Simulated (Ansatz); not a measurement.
The reference is CaO in the rock salt structure (space group Fm-3m, No. 225; a = 4.831 Å).

Structures relaxed with PBE (Ansatz, an electronic-structure program), without spin-orbit coupling.

Base:

Simulated powder pattern, Cu Kα1, λ = 1.54056 Å (kinematic, ideal powder, no thermal factors, no anomalous dispersion; the 8 strongest lines at most, above 2 %, up to 2θ = 90°):

```json
[
 {"2θ (°)": "32.06", "I/Imax (%)": "38", "hkl": "(111)"},
 {"2θ (°)": "37.19", "I/Imax (%)": "100", "hkl": "(200)"},
 {"2θ (°)": "53.62", "I/Imax (%)": "59", "hkl": "(220)"},
 {"2θ (°)": "63.85", "I/Imax (%)": "16", "hkl": "(311)"},
 {"2θ (°)": "67.06", "I/Imax (%)": "18", "hkl": "(222)"},
 {"2θ (°)": "79.26", "I/Imax (%)": "7.7", "hkl": "(400)"},
 {"2θ (°)": "88.06", "I/Imax (%)": "6.9", "hkl": "(331)"}
]
```

Modification: hydrostatic tension (pressure −2 GPa).

Q: Predict the new powder pattern.

A: 
Simulated powder pattern, Cu Kα1, λ = 1.54056 Å (kinematic, ideal powder, no thermal factors, no anomalous dispersion; the 8 strongest lines at most, above 2 %, up to 2θ = 90°):

| 2θ (°) | I/Imax (%) | hkl |
|---|---|---|
| 31.85 | 38 | (111) |
| 36.94 | 100 | (200) |
| 53.23 | 59 | (220) |
| 63.39 | 16 | (311) |
| 66.56 | 18 | (222) |
| 78.63 | 7.7 | (400) |
| 87.33 | 6.8 | (331) |

The indices refer to the base's conventional cell; one index is shown for lines that coincide.

Load acts through the strain it causes; cell and atoms are relaxed under it. No phonon test of stability was made.
